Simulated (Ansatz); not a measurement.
The parent structure is HgS in the zinc blende structure (space group F-43m, No. 216; a = 5.876 Å).

Perturbation: a fraction x = 0.25 of the S sites is given to Se, ordered in a cell of 8 atoms (starting symmetry Cm) and fully relaxed.

The other end (x = 1) is HgSe in the zinc blende structure (space group F-43m, No. 216): 28.84 Å³/atom, gap zero.

Levels (all Ansatz, a program for electronic structure, PAW, earlier PAW set): PBEsol (420 eV, scalar-relativistic without spin-orbit coupling); HSE06 (420 eV, no spin-orbit coupling).

The geometry is relaxed with PBEsol.

- PBEsol band gap: zero

With HSE06 at the same geometry, the band gap changes from zero to 0.19 eV.

Single points use the geometry relaxed with PBEsol. The hybrid gap comes from the SCF mesh plus the semilocal run's edge points and a few special points and is an upper bound. These are small ordered cells, not random alloys; other orderings at the same x differ. With Hg present, leaving out spin-orbit coupling can change the band edges. Whether these cells are dynamically stable was not tested. The final runs are not spin-polarised. Gaps under 0.05 eV, about the width of the smearing, are given as zero. A zero or small gap of Hg4SeS3, HgS and HgSe can be the functional's error rather than a property of the material.
